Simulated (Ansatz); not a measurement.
## Hypothetical zinc blende ScBi, response to strain

The parent structure is ScBi in the zinc blende structure (space group F-43m, No. 216; a hypothetical phase, not in the database extracts checked).

```yaml
crystal:
  lattice:
    - [0.00000, 3.32037, 3.32037]
    - [3.32037, 0.00000, 3.32037]
    - [3.32037, 3.32037, 0.00000]
  atoms:
    - { symbol: Bi, position: [0.25000, 0.25000, 0.25000] }
    - { symbol: Sc, position: [0.00000, 0.00000, 0.00000] }
```

Cartesian axes are those of the cell as printed.

Strains are applied to the cell and any free atomic positions relax; under biaxial strain the out-of-plane vector relaxes too.

All numbers come from plane-wave PAW DFT at the PBEsol level (Ansatz, an electronic-structure program, 420 eV), no SOC.

Candidates:
(a) biaxial strain −0.55 %, plane normal [001], relaxed out of plane
(b) biaxial strain −4.08 %, plane normal [001], relaxed out of plane
(c) uniaxial strain ε_yy = +0.94 %

Before the change:

| Property | Value |
|---|---|
| Band gap | 1.30 eV |

Problem. Order them by band gap, lowest first.

Solution. (b) biaxial strain −4.08 %, plane normal [001], relaxed out of plane (0.86 eV), (a) biaxial strain −0.55 %, plane normal [001], relaxed out of plane (1.23 eV), (c) uniaxial strain ε_yy = +0.94 % (1.27 eV)

Spin-orbit coupling, missing from the scalar runs, can matter with Bi. No phonon test of stability was made. The final runs are not spin-polarised.
